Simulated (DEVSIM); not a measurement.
**illuminated Si p-on-n cell, one wavelength**

System: illuminated Si p-on-n cell, one wavelength, at 250 K.

| layer (left to right) | material | thickness (μm) | Nd (cm⁻³) | Na (cm⁻³) | τn (s) | τp (s) | absorption coefficient (cm⁻¹) |
|---|---|---|---|---|---|---|---|
| 1 | Si | 0.150 | - | 1.2e18 | 6.3e-8 | 2e-7 | 110 |
| 2 | Si | 280 | 1e15 | - | 1.5e-6 | 1.5e-6 | 110 |

Left contact: ohmic, minority electron recombination velocity 5e5 cm/s. Right contact: ohmic, minority hole recombination velocity 10 cm/s. Voltage is applied to the left contact. Recombination: SRH at mid-gap, radiative, Auger. Light enters at the left, 4.5e16 photons cm⁻² s⁻¹, one pass, no reflection. Mobility is constant in doping.

Constants are typed, rounded textbook-type inputs, not results; the design itself was drawn at random and stands for no fabricated device. Values at 300 K; Nc and Nv go as T^1.5, mobilities as T to minus their exponent, the gap by Varshni's rule with the affinity fixed.

| parameter | Si |
|---|---|
| gap (eV) | 1.124 |
| affinity (eV) | 4.05 |
| permittivity | 11.7 |
| Nc (cm⁻³) | 2.86e19 |
| Nv (cm⁻³) | 3.1e19 |
| μn (cm²/Vs) | 1417 |
| μp (cm²/Vs) | 470 |
| T exponent of μn | 2.3 |
| T exponent of μp | 2.2 |
| B (cm³/s) | 4.7e-15 |
| Cn (cm⁶/s) | 2.8e-31 |
| Cp (cm⁶/s) | 9.9e-32 |
| Varshni α (eV/K) | 0.000473 |
| Varshni β (K) | 636 |

DEVSIM, 1D drift-diffusion, Boltzmann statistics, complete ionisation; no tunnelling, impact ionisation, image-force lowering or self-heating.

```
Quantity                                                  Result
---------------------------------------------------  -----------
Potential step across the device at zero bias            0.857 V
Largest field in the device at zero bias              56000 V/cm
Dark forward voltage at 1 A/cm²                          0.785 V
Dark forward voltage at 100 A/cm²                        1.165 V
Short-circuit current                                2.54 mA/cm²
Open-circuit voltage                                     0.587 V
Fill factor                                                 0.84
Largest power                                        1.25 mW/cm²
Share of generated pairs collected at short circuit        0.369
```

Small-signal capacitance in reverse bias (quasi-static):

```json
[
 {"V (V)": "-0.04", "C (nF/cm²)": "10.3"},
 {"V (V)": "-0.1", "C (nF/cm²)": "9.89"},
 {"V (V)": "-0.2", "C (nF/cm²)": "9.35"},
 {"V (V)": "-0.3", "C (nF/cm²)": "8.88"},
 {"V (V)": "-0.4", "C (nF/cm²)": "8.48"},
 {"V (V)": "-0.6", "C (nF/cm²)": "7.82"},
 {"V (V)": "-0.8", "C (nF/cm²)": "7.29"},
 {"V (V)": "-1", "C (nF/cm²)": "6.86"},
 {"V (V)": "-1.3", "C (nF/cm²)": "6.34"},
 {"V (V)": "-1.6", "C (nF/cm²)": "5.92"},
 {"V (V)": "-2", "C (nF/cm²)": "5.47"}
]
```

Current under light (generator sign):

```
V (V)  J (mA/cm²)
-----  ----------
0.00         2.54
0.08         2.54
0.16         2.54
0.26         2.53
0.34         2.53
0.44         2.52
0.46         2.51
0.48         2.50
0.50         2.47
0.52         2.40
0.54         2.22
0.56         1.77
0.58        0.667
0.60        -2.05
```
